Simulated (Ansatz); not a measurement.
The parent structure is Tl₂S in the anti-fluorite structure (space group Fm-3m, No. 225; a hypothetical phase, not in the database extracts checked).

```xyz
3
Lattice="0.0000 3.5751 3.5751 3.5751 0.0000 3.5751 3.5751 3.5751 0.0000" Properties=species:S:1:pos:R:3 pbc="T T T"
S      0.0000     0.0000     0.0000
Tl     1.7876     1.7876     1.7876
Tl     5.3627     5.3627     5.3627
```

Cartesian axes are those of the cell as printed.

Computed with Ansatz (a first-principles code) PBEsol, no spin-orbit coupling.

Base values:

```
Property                         Value
-----------------------------  -------
Shortest interatomic distance  3.096 Å
Pressure                       0.0 GPa
```

Now apply this change: the cell is compressed by 3.65 % along y with no lateral relaxation, atoms relaxed at fixed cell.

**Question.** Predict the new shortest interatomic distance.

**Answer.** The shortest interatomic distance drops by 0.037 Å, from 3.096 Å to 3.059 Å.

**Question.** How does this affect the pressure?

**Answer.** The pressure (mean of the normal stresses, compression positive) goes from zero to 1.2 GPa.

**Question.** Estimate the effect on the energy relative to the base.

**Answer.** The energy goes up by 5.0 meV/atom.

The cells carry an imposed strain or load. Whether these cells are dynamically stable was not tested. All final runs are without spin polarisation. Gaps under 0.05 eV, about the width of the smearing, are given as zero.
